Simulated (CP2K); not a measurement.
Band structure of ZrTiNi2 (Amm2, 4 atoms in the cell).

```yaml
crystal:
  lattice:
    - [4.10030, 0.00000, 0.00000]
    - [0.00000, 5.11208, 0.00000]
    - [0.00000, 4.15572, 2.97714]
  atoms:
    - { symbol: Zr, position: [0.50000, 0.14441, 0.14441] }
    - { symbol: Ti, position: [0.00000, 0.86202, 0.86202] }
    - { symbol: Ni, position: [0.00000, 0.57909, 0.57909] }
    - { symbol: Ni, position: [0.50000, 0.41447, 0.41447] }
```

Method of the run: PBEsol, GPW, DZVP-MOLOPT-SR-GTH basis, GTH-PBE potentials (GTH_POTENTIALS) (CP2K).

Settings: CUTOFF = 600 Ry; REL_CUTOFF = 50 Ry; SMEAR/METHOD = GAUSSIAN; SIGMA = 0.1 eV; KPOINTS/SCHEME = MONKHORST-PACK 6 8 8; GAMMA_CENTERED = T; XC_FUNCTIONAL = PBE:PBESOL; Zr/BASIS_SET = DZVP-MOLOPT-SR-GTH-q12; Zr/POTENTIAL = GTH-PBE-q12; Ti/BASIS_SET = DZVP-MOLOPT-SR-GTH-q12; Ti/POTENTIAL = GTH-PBE-q12; Ni/BASIS_SET = DZVP-MOLOPT-SR-GTH-q18; Ni/POTENTIAL = GTH-PBE-q18; METHOD = GPW.

The starting cell comes from a database of computed structures (which also holds hypothetical and non-ambient phases and stackings), without a prior relaxation at this level. Its lattice was rescaled by a random factor within 2.5 % of one. Spin polarisation is off. Values carry the incompleteness of an atom-centred basis. The potentials were made for another functional than the one used.

Levels in eV from the Fermi level, bands 27 to 32:
| point | 27 | 28 | 29 | 30 | 31 | 32 |
|---|---|---|---|---|---|---|
| Γ | -1.61 | -1.52 | -0.22 | 0.28 | 0.47 | 0.78 |
| X | -1.48 | -1.31 | -0.94 | -0.69 | 0.18 | 0.48 |
| S | -1.29 | -1.26 | -1.08 | -0.66 | 0.19 | 0.46 |
| R | -1.12 | -1.00 | -0.30 | -0.25 | 0.05 | 0.13 |
| A | -1.22 | -1.11 | -0.58 | -0.57 | 0.34 | 0.55 |
| Z | -1.60 | -1.53 | -0.61 | -0.58 | 0.43 | 0.62 |
| Y | -1.70 | -1.67 | -0.59 | 0.17 | 0.25 | 0.91 |
| X1 | -1.48 | -1.31 | -0.94 | -0.69 | 0.18 | 0.48 |
| A1 | -1.22 | -1.11 | -0.58 | -0.57 | 0.34 | 0.55 |
| T | -1.64 | -1.62 | -1.16 | -0.98 | 0.58 | 0.68 |

Bands cross the Fermi level along this path, so the cell is metallic at this level.

Higher empty bands are left out: an atom-centred basis made for the valence describes them poorly.
